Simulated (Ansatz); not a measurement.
The starting structures come from a database of crystals and need not be the phases stable at ambient conditions.

 Where the default PAW files enter, the runs use the earlier of Ansatz's two default sets.

The decay constant κ of evanescent states in the gap governs leakage through a thin film.

```xyz
15
Lattice="5.7252 0.0000 0.0000 1.8280 5.4256 0.0000 -1.8280 -1.3130 5.2643" Properties=species:S:1:pos:R:3 pbc="T T T"
K      4.8255     3.4662     1.5307
K      0.8997     0.6463     3.7336
Sn     0.0000     0.0000     0.0000
H      3.5649     3.0507     4.2688
H      2.1603     1.0618     0.9954
H      1.8100     3.1520     1.2711
H      3.9152     0.9605     3.9932
H      4.0293     0.5524     1.8983
H      1.6959     3.5601     3.3659
O      4.5067     2.7488     4.2192
O      1.2185     1.3637     1.0451
O      2.0871     4.0525     1.5761
O      3.6381     0.0600     3.6882
O      4.0439     0.8399     0.9508
O      1.6814     3.2726     4.3134
```

Space group of this cell: R-3. The cell is taken as given; by r2SCAN its mean pressure is -4.0 GPa.

Transport runs along the normal of the first two printed cell vectors, the (101) plane of the conventional cell.

The gap is the functional's own. No spin-orbit coupling. Mid-gap values are interpolated on the energy grid.

Q: State the band gap and the smallest decay constant κ at mid-gap according to r2SCAN run with Ansatz (a first-principles code).

A: Gap 4.28 eV on a 6×6×6 mesh; κ = 0.373 1/Å, at the zone centre.
